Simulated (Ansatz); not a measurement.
Start from CuAu (space group P4/mmm, No. 123; a = 2.869 Å, c = 3.645 Å; relaxed with 0.1 eV smearing).

All numbers come from DFT with PBE, PAW potentials and a 420 eV plane-wave cutoff in Ansatz (an electronic-structure program), no spin-orbit coupling.

Strains are applied to the cell and any free atomic positions relax.

One change was made to it. Results:

The energy increases by 26 meV/atom; the band gap stays zero; the pressure (mean of the normal stresses, compression positive) goes from zero to 10.1 GPa.

Question: Which of these changes matches the shifts?
A) isotropic strain +0.50 %
B) isotropic strain +3.00 %
C) isotropic strain −2.50 %
D) isotropic strain −3.00 %
E) isotropic strain −2.00 %

Answer: E, isotropic strain −2.00 %. For comparison, the energy relative to the base in the other runs: isotropic strain +0.50 % gives +1.4 meV/atom; isotropic strain +3.00 % gives +47 meV/atom; isotropic strain −3.00 % gives +61 meV/atom; isotropic strain −2.50 % gives +41 meV/atom.

Whether these cells are dynamically stable was not tested. The final runs are not spin-polarised.
